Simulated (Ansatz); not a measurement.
## Response to strain in BeSe

Base system: BeSe in the zinc blende structure (space group F-43m, No. 216; a = 5.082 Å). Axes: x, y, z lie along the cube axes.

Strains are applied to the cell and any free atomic positions relax; under biaxial strain the out-of-plane vector relaxes too.

Method: Kohn–Sham DFT with the LDA functional, run in Ansatz (a program for electronic structure) with PAW and 420 eV plane waves, no spin-orbit coupling.

```json
[
 {"biaxial strain, plane normal [001], relaxed out of plane (%)": "0", "band gap (eV)": "2.40"},
 {"biaxial strain, plane normal [001], relaxed out of plane (%)": "0.5", "band gap (eV)": "2.34"},
 {"biaxial strain, plane normal [001], relaxed out of plane (%)": "1", "band gap (eV)": "2.28"},
 {"biaxial strain, plane normal [001], relaxed out of plane (%)": "1.5", "band gap (eV)": "2.22"},
 {"biaxial strain, plane normal [001], relaxed out of plane (%)": "2", "band gap (eV)": "2.16"},
 {"biaxial strain, plane normal [001], relaxed out of plane (%)": "2.5", "band gap (eV)": "?"},
 {"biaxial strain, plane normal [001], relaxed out of plane (%)": "3", "band gap (eV)": "2.06"}
]
```

Question: Fit E_g = E₀ + Dε (ε in %) to the rows shown and predict the withheld row.

Answer: Least squares on the printed values gives E₀ = 2.40 eV, D = -114 meV per % of strain (largest residual 0.01 eV); this predicts 2.11 eV, and the run gives 2.11 eV, in agreement.

No phonon test of stability was made.
